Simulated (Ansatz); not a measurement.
## ZnSnN2 (model structure, started from the alpha NaFeO2 type, R-3m, No. 166, 4 atoms in the cell): smallest direct gap on the k points sampled by level of theory

No measured value is used here.

```tsv
level (code)	value (eV)	cell (Å³/atom)
LDA (Ansatz)	0.74	10.83
PBEsol (Ansatz)	0.74	11.13
r²SCAN (Ansatz)	1.33	11.19
r²SCAN+rVV10 (Ansatz)	1.33	11.09
```

At these levels the smallest gap is indirect and lower: LDA 0.68, PBEsol 0.68, r²SCAN 1.19, r²SCAN+rVV10 1.23 eV. Computed values are for a static lattice. Levels without +SOC have no spin–orbit coupling; where heavier elements are present it shifts gaps, mostly down, and can invert bands.  Each level is taken at its own relaxed cell. Cutoffs differ between the levels. Ansatz's density-functional and Hartree–Fock values are scalar-relativistic unless marked +SOC, with PAW data made under PBE.

A model structure was made by putting elements into a prototype or built by hand; it is no filed structure, need not be a known phase, and can be a saddle point held by its symmetry.

Ansatz is a program for electronic structure.
